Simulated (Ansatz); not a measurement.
## Zr with two functionals, isotropic strain +1.25 %

Base system: Zr in the hcp (Mg type) structure (space group P6_3/mmc, No. 194; a = 3.230 Å, c = 5.179 Å; relaxed with 0.1 eV smearing).

(Cell as relaxed with PBE.)

Levels (all Ansatz, a first-principles code, PAW): PBE (420 eV, spin-orbit coupling left out); r2SCAN (500 eV, without spin-orbit coupling).

Each level relaxes its own structure.

```tsv
base	PBE	r2SCAN
volume per atom	23.40 Å³	23.51 Å³
lattice parameter a	3.230 Å	3.244 Å
band gap	zero	zero
```

One thing is altered: an isotropic linear strain of +1.25 %, atoms relaxed at fixed cell.

```tsv
quantity	PBE	r2SCAN
pressure (mean of the normal stresses, compression positive)	-3.3 GPa	-3.3 GPa
energy relative to the base (free energy F)	+9.3 meV/atom	+9.5 meV/atom
band gap	zero	zero
```

The two agree on the pressure and band gap. Neither level is exact; r2SCAN is the comparison here, not a measurement.

No phonon test of stability was made. All final runs are without spin polarisation.
